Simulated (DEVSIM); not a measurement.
Device: Cr/SiO2/p-Si capacitor, at 300 K.

Layer 1 from the left is SiO2, thickness (nm) 9.10. Layer 2 from the left is Si, thickness (nm) 610, Na (cm⁻³) 8.8e17.

Metal gate on the left, work function 4.5 eV. Fixed charge at the semiconductor interface 1.4e12 cm⁻² (in units of +e); no interface traps.

The device is made up for the run: typed textbook-type constants, with dimensions and the other settings drawn at random. Values at 300 K.

SiO2: gap (eV) 9, affinity (eV) 0.9, permittivity 3.9. Si: gap (eV) 1.124, affinity (eV) 4.05, permittivity 11.7, Nc (cm⁻³) 2.86e19, Nv (cm⁻³) 3.1e19.

Model (solved in DEVSIM): 1D Poisson equation in equilibrium, Boltzmann statistics, complete ionisation; no quantum confinement or tunnelling. Metal contacts follow the ideal Schottky-Mott rule: no Fermi-level pinning, no interface dipoles.

### Question
What does the simulation give for the flat-band voltage, the minimum of the low-frequency capacitance?

### Answer
flat-band voltage -1.17 V; minimum of the low-frequency capacitance 0.171 μF/cm².
